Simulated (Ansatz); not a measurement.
GaP with two functionals, pressure −2 GPa

Start from GaP in the zinc blende structure (space group F-43m, No. 216; a = 5.506 Å).

(Cell as relaxed with PBE.)

Levels (all Ansatz, a quantum-chemistry and plane-wave program, PAW, earlier PAW set): PBE (420 eV, spin-orbit coupling left out); r2SCAN (500 eV, no spin-orbit coupling).

Each level relaxes its own structure.

```json
[
 {"base": "volume per atom", "PBE": "20.87 Å³", "r2SCAN": "20.25 Å³"},
 {"base": "lattice parameter a", "PBE": "550.6 pm", "r2SCAN": "545.2 pm"},
 {"base": "band gap", "PBE": "1.58 eV", "r2SCAN": "1.85 eV"}
]
```

Modification: a negative pressure, −2 GPa.

| quantity | PBE | r2SCAN |
|---|---|---|
| shift of the gap caused by the change | -0.22 eV | (withheld) |
| gap character | direct at Γ | (withheld) |
| lattice parameter a | 555.8 pm | (withheld) |

Q: Given the PBE results, estimate those of r2SCAN.

A: 
- shift of the gap caused by the change, r2SCAN: +0.04 eV
- gap character, r2SCAN: indirect, Γ → Γ–X (87 % along)
- lattice parameter a, r2SCAN: 549.5 pm

PBE's shift of the gap caused by the change lies 0.26 eV below r2SCAN's; they disagree on the gap character; PBE's lattice parameter a lies 6.21 pm above r2SCAN's (1.1 %). Neither level is exact; r2SCAN is the comparison here, not a measurement.

Load acts through the strain it causes; cell and atoms are relaxed under it. Whether these cells are dynamically stable was not tested.
